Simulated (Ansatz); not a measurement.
The starting structures come from a database of crystals and need not be the phases stable at ambient conditions.

 Where the default PAW files enter, the runs use the earlier of Ansatz's two default sets.

## Evanescent states of Sr(AsO$_{3}$)$_{2}$ (P6_3/mcm, not sure to be the ambient phase, 18 atoms a cell, 12.5 Å³ an atom) along the normal of (001)

Computed with r2SCAN (plane waves, PAW; Ansatz, a program for electronic structure).

The gap is the functional's own. No spin-orbit coupling. Mid-gap values are interpolated on the energy grid.

Energies count from the valence-band top; κ is the least over a 12×12 mesh across the current.

```csv
E (eV),κ (1/Å),where
0.10,0.180,off Γ
0.32,0.290,off Γ
0.53,0.336,Γ
0.73,0.351,Γ
0.94,0.364,Γ
1.16,[?],Γ
1.36,[?],Γ
1.57,[?],Γ
1.78,[?],Γ
2.00,[?],Γ
2.21,[?],Γ
2.42,[?],Γ
2.62,[?],Γ
2.83,[?],Γ
3.04,[?],Γ
3.25,[?],Γ
3.46,0.309,Γ
3.67,0.281,Γ
3.88,0.242,Γ
4.09,0.186,Γ
4.30,0.075,Γ
```

What belongs in the gaps?


- 1.16, κ (1/Å): 0.373
- 1.36, κ (1/Å): 0.380
- 1.57, κ (1/Å): 0.384
- 1.78, κ (1/Å): 0.386
- 2.00, κ (1/Å): 0.386
- 2.21, κ (1/Å): 0.384
- 2.42, κ (1/Å): 0.379
- 2.62, κ (1/Å): 0.372
- 2.83, κ (1/Å): 0.362
- 3.04, κ (1/Å): 0.349
- 3.25, κ (1/Å): 0.331
